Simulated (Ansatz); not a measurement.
# Cr: pressure series

The parent structure is Cr in the bcc (W type) structure (space group Im-3m, No. 229; a = 2.848 Å; non-magnetic).

Cell and atoms are relaxed at each pressure.

Method: PBE, PAW, 420 eV (Ansatz, a first-principles code; no spin-orbit coupling), earlier PAW set.

Notes on the quantities. enthalpy: H = E + PV relative to the base's energy.

```json
[
 {"change": "base", "lattice parameter a": "2.848 Å", "enthalpy": "–"},
 {"change": "pressure −2 GPa", "lattice parameter a": "2.855 Å", "enthalpy": "-0.14 eV/atom"},
 {"change": "pressure −1 GPa", "lattice parameter a": "(withheld)", "enthalpy": "-0.07 eV/atom"},
 {"change": "pressure 3 GPa", "lattice parameter a": "(withheld)", "enthalpy": "+0.21 eV/atom"},
 {"change": "pressure 7 GPa", "lattice parameter a": "2.824 Å", "enthalpy": "+0.50 eV/atom"},
 {"change": "pressure 15 GPa", "lattice parameter a": "2.799 Å", "enthalpy": "+1.05 eV/atom"},
 {"change": "pressure 30 GPa", "lattice parameter a": "(withheld)", "enthalpy": "+2.06 eV/atom"},
 {"change": "pressure 50 GPa", "lattice parameter a": "2.715 Å", "enthalpy": "+3.33 eV/atom"},
 {"change": "pressure 75 GPa", "lattice parameter a": "2.670 Å", "enthalpy": "+4.86 eV/atom"},
 {"change": "pressure 100 GPa", "lattice parameter a": "(withheld)", "enthalpy": "+6.31 eV/atom"}
]
```

What belongs in the blanks?


- pressure −1 GPa, lattice parameter a: 2.852 Å
- pressure 3 GPa, lattice parameter a: 2.837 Å
- pressure 30 GPa, lattice parameter a: 2.759 Å
- pressure 100 GPa, lattice parameter a: 2.632 Å

Load acts through the strain it causes; cell and atoms are relaxed under it. No phonon test of stability was made. Competing high-pressure phases were not computed. Starting moments died away, wholly or in part, for the base; another magnetic solution may exist. All final runs are without spin polarisation. Real Cr is antiferromagnetic at low temperature and ambient pressure, an order that this cell doesn't hold.
